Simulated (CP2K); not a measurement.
A self-consistent single point of CaS (Fm-3m, 2 atoms in the cell) with CP2K

Computed with PBE, GPW, DZVP-MOLOPT-PBE-GTH basis, GTH-PBE potentials (POTENTIAL_UZH) run with CP2K.

Input:

```
&GLOBAL
  PROJECT cas
  RUN_TYPE ENERGY_FORCE
  PRINT_LEVEL LOW
&END GLOBAL
&FORCE_EVAL
  METHOD Quickstep
  STRESS_TENSOR ANALYTICAL
  &DFT
    BASIS_SET_FILE_NAME BASIS_MOLOPT_UZH
    POTENTIAL_FILE_NAME POTENTIAL_UZH
    &QS
      METHOD GPW
      EPS_DEFAULT 1E-10
    &END QS
    &MGRID
      CUTOFF 500
      REL_CUTOFF 60
      NGRIDS 5
    &END MGRID
    &SCF
      SCF_GUESS ATOMIC
      EPS_SCF 1E-6
      MAX_SCF 100
      ADDED_MOS 4
      &DIAGONALIZATION
        ALGORITHM STANDARD
      &END DIAGONALIZATION
      &MIXING
        METHOD BROYDEN_MIXING
        ALPHA 0.3
        NBUFFER 10
        BETA 1
      &END MIXING
    &END SCF
    &KPOINTS
      SCHEME MONKHORST-PACK 7 7 7
    &END KPOINTS
    &XC
      &XC_FUNCTIONAL PBE
      &END XC_FUNCTIONAL
    &END XC
    &PRINT
      &MO
        EIGENVALUES T
        OCCUPATION_NUMBERS T
        NDIGITS 8
        FILENAME mo
        &EACH
          QS_SCF 0
        &END EACH
        ADD_LAST NUMERIC
      &END MO
      &MULLIKEN OFF
      &END MULLIKEN
    &END PRINT
  &END DFT
  &SUBSYS
    &CELL
      ABC 4.09800600 4.09800661 4.09800626
      ALPHA_BETA_GAMMA 59.99999577 60.00000206 60.00000489
      PERIODIC XYZ
    &END CELL
    &COORD
      Ca       0.00000000     0.00000000     0.00000000
      S        4.09800600     2.36598550     1.67300400
    &END COORD
    &KIND Ca
      BASIS_SET DZVP-MOLOPT-PBE-GTH-q10
      POTENTIAL GTH-PBE-q10
    &END KIND
    &KIND S
      BASIS_SET DZVP-MOLOPT-PBE-GTH-q6
      POTENTIAL GTH-PBE-q6
    &END KIND
  &END SUBSYS
  &PRINT
    &FORCES ON
    &END FORCES
    &STRESS_TENSOR ON
    &END STRESS_TENSOR
  &END PRINT
&END FORCE_EVAL
```

The program printed (abridged):

```
 GLOBAL| Method name                                                        CP2K
 GLOBAL| Project name                                                        cas
 GLOBAL| Run type                                                   ENERGY_FORCE

 TOTAL NUMBERS AND MAXIMUM NUMBERS

  Total number of            - Atomic kinds:                                   2
                             - Atoms:                                          2
                             - Shell sets:                                     2
                             - Shells:                                        11
                             - Primitive Cartesian functions:                 10
                             - Cartesian basis functions:                     29
                             - Spherical basis functions:                     27

  Maximum angular momentum of- Orbital basis functions:                        2
                             - Local part of the GTH pseudopotential:          2
                             - Non-local part of the GTH pseudopotential:      3

 SCF PARAMETERS         Density guess:                                    ATOMIC
                        max_scf:                                             100
                        max_diis:                                              4
                        eps_scf:                                        1.00E-06
                        eps_diis:                                       1.00E-01
                        eps_eigval:                                     1.00E-05
                        level_shift [a.u.]:                             0.000000
                        added MOs                                         4    0
                        Mixing method:                            BROYDEN_MIXING
                                                charge density mixing in g-space
                        No outer SCF

 Extrapolation method: initial_guess

 Number of electrons:                                                         16
 Number of occupied orbitals:                                                  8
 Number of molecular orbitals:                                                12

 Number of orbital functions:                                                 27
 Number of independent orbital functions:                                     27

 SCF WAVEFUNCTION OPTIMIZATION

  Step     Update method      Time    Convergence         Total energy    Change
     1 NoMix/Diag. 0.30E+00      -     0.99130313       -47.2404736013 -4.72E+01
     2 Broy./Diag. 0.30E+00      -     0.04868917       -46.6284415675  6.12E-01
     3 Broy./Diag. 0.30E+00      -     0.09154345       -46.9085578367 -2.80E-01
     4 Broy./Diag. 0.30E+00      -     0.01157740       -47.0940941099 -1.86E-01
     5 Broy./Diag. 0.30E+00      -     0.00374536       -47.1129525297 -1.89E-02
     6 Broy./Diag. 0.30E+00      -     0.00102667       -47.1109857467  1.97E-03
     7 Broy./Diag. 0.30E+00      -     0.00027989       -47.1062499682  4.74E-03
     8 Broy./Diag. 0.30E+00      -     0.00016293       -47.1064893813 -2.39E-04
     9 Broy./Diag. 0.30E+00      -     0.00001923       -47.1071410004 -6.52E-04
    10 Broy./Diag. 0.30E+00      -     0.00000923       -47.1072367252 -9.57E-05
    11 Broy./Diag. 0.30E+00      -     0.00000040       -47.1072577319 -2.10E-05

  *** SCF run converged in    11 steps ***

  Electronic density on regular grids:        -15.9999999997        0.0000000003
  Core density on regular grids:               15.9999999989       -0.0000000011
  Total charge density on r-space grids:       -0.0000000007
  Total charge density g-space grids:          -0.0000000007

  Overlap energy of the core charge distribution:               0.00000000000000
  Self energy of the core charge distribution:               -101.59186992951382
  Core Hamiltonian energy:                                     23.44472062438543
  Hartree energy:                                              38.50210209600080
  Exchange-correlation energy:                                 -7.46221052275330

  Total energy:                                               -47.10725773188087

 ENERGY| Total FORCE_EVAL ( QS ) energy [hartree]            -47.107261068361453

 FORCES| Atomic forces [hartree/bohr]
 FORCES|   Atom     x               y               z               |f|
 FORCES|      1 -1.16461231E-10 -1.41703695E-10 -9.86285899E-11   2.08256462E-10
 FORCES|      2  1.16492752E-10  1.41767088E-10  9.86587797E-11   2.08331522E-10
 FORCES| Sum     3.15211504E-14  6.33930839E-14  3.01898658E-14
 FORCES| Total atomic force                                       7.69655378E-14

 STRESS| Analytical stress tensor [bar]
 STRESS|                        x                   y                   z
 STRESS|      x       -1.71826278503E+04   1.22244367438E-02   8.60727515213E-03
 STRESS|      y        1.22244367438E-02  -1.71825633188E+04   6.54105457534E-03
 STRESS|      z        8.60727515213E-03   6.54105457534E-03  -1.71825694429E+04
 STRESS| 1/3 Trace                                            -1.71825868707E+04
```

The run converged in 11 iterations.

The starting cell comes from a database of computed structures (which also holds hypothetical and non-ambient phases and stackings), without a prior relaxation at this level. Its lattice was rescaled by a random factor within 2.5 % of one. Values carry the incompleteness of an atom-centred basis.
